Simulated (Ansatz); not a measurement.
## NdSi₂ (I4₁/amd, No. 141; cell taken from a computed entry)

Computed with r²SCAN+rVV10 (Ansatz, a first-principles code, plane waves, PAW).

Numerical settings: plane-wave cutoff 500 eV, 14×14×14 k mesh, Fermi–Dirac smearing 0.05 eV, spin-polarised start, scalar-relativistic PAW data made under PBE.

Cell (relaxed at this level):

```
CELL_PARAMETERS angstrom
     -2.11547     2.11547     6.82606
      2.11547    -2.11547     6.82606
      2.11547     2.11547    -6.82606
ATOMIC_POSITIONS crystal
  Nd 0.50000 0.50000 0.00000
  Nd 0.25000 0.75000 0.50000
  Si 0.83459 0.33459 0.50000
  Si 0.08459 0.08459 0.00000
  Si 0.91541 0.91541 0.00000
  Si 0.66541 0.16541 0.50000
```

* **volume per atom**: 20.37 Å³/atom
* **lattice parameter a**: 4.231 Å
* **c axis length**: 13.652 Å

Note: the magnetic order was assumed, not searched for or taken from measurement; the relaxation could not lower the start's symmetry, so the cell can be a saddle point above a distorted one; the 4f shell is treated without U or exact exchange, so its levels and filling can be wrong.

Spin–orbit coupling is not included.

The result took about 27 core-minutes (a rough figure).
